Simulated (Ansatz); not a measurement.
Native point defects in zinc-blende BN, N-rich limit (Δμ(B) = -2.35 eV, Δμ(N) = 0.00 eV), Fermi level 0.40 eV above the valence-band maximum.

The numbers are results of PBE, PAW (plane waves to 420 eV; Ansatz, a quantum-chemistry and plane-wave program), not measurements. Cell and caveats: 64-site cell; 2×2×2 shifted k-points; host gap 4.46 eV; charged states image-corrected; corrections pass 1 eV, so highly charged states may be off by several tenths; flagged in the runs: for some of the defects a doubtful potential alignment, a strain field that reaches the edge of the cell.

```
defect                                         charge  E_f at the VBM (eV)
---------------------------------------------  ------  -------------------
B interstitial                                     +3                 7.59
B interstitial                                     +2                 9.60
B interstitial                                     +1                10.28
B interstitial                                      0                13.83
N vacancy (broken-bond start)                      +1                 3.81
N vacancy (broken-bond start)                       0                 7.56
N interstitial started as a split pair with N      +1                 7.99
N interstitial started as a split pair with N       0                 9.03
N interstitial started as a split pair with N      −1                11.66
```

### Question
Which of these defects is cheapest at this Fermi level, each in its lowest charge state (E_f = E_f(VBM) + q E_F)?

### Answer
N vacancy (broken-bond start): q = +1, 3.81 + (+1)(0.4) = 4.21 eV; N interstitial started as a split pair with N: q = +1, 7.99 + (+1)(0.4) = 8.39 eV; B interstitial: q = +3, 7.59 + (+3)(0.4) = 8.79 eV. Not listed: B on the N site, B vacancy, N vacancy. The cheapest of those listed is N vacancy (broken-bond start).
